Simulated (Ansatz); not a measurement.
## Li3TaO4 (model structure, started from the Li3PO4 type, Pmn2₁, No. 31, 16 atoms in the cell)

All values below come from PBEsol in Ansatz (plane waves, PAW).

Numerical settings: plane-wave cutoff 520 eV, 6×6×8 k mesh (along the axes of the cell as run), Fermi–Dirac smearing 0.01 eV, scalar-relativistic PAW data made under PBE.

Cell (relaxed with PBEsol):

```cif
data_Li6O8Ta2
_chemical_formula_sum 'Li6 Ta2 O8'
_space_group_name_H-M_alt 'Pmn21'
_space_group_IT_number 31
_space_group_name_Hall 'P 2ac -2'
_cell_length_a 6.52771
_cell_length_b 5.62542
_cell_length_c 4.85336
_cell_angle_alpha 90.000
_cell_angle_beta 90.000
_cell_angle_gamma 90.000
loop_
_atom_site_label
_atom_site_type_symbol
_atom_site_symmetry_multiplicity
_atom_site_Wyckoff_symbol
_atom_site_fract_x
_atom_site_fract_y
_atom_site_fract_z
_atom_site_occupancy
Li1 Li 2 a 0.50000 0.18668 0.01561 1
Li2 Li 4 b 0.24493 0.66042 0.01703 1
Ta1 Ta 2 a 0.00000 0.16321 0.00882 1
O1 O 4 b 0.23551 0.32435 0.11514 1
O2 O 2 a 0.00000 0.84570 0.11449 1
O3 O 2 a 0.00000 0.16541 0.62563 1
```

```yaml
band_gap: 5.24 eV
smallest_direct_gap_on_the_k_points_sampled: 5.48 eV
```

Note: the relaxation could raise the start's symmetry but not lower it, so the cell can be a saddle point.

Spin–orbit coupling is not included.

Computed values are for the static lattice.

A model structure was made by putting elements into a prototype or built by hand; it is no filed structure, need not be a known phase, and can be a saddle point held by its symmetry.

Ansatz is a first-principles code.
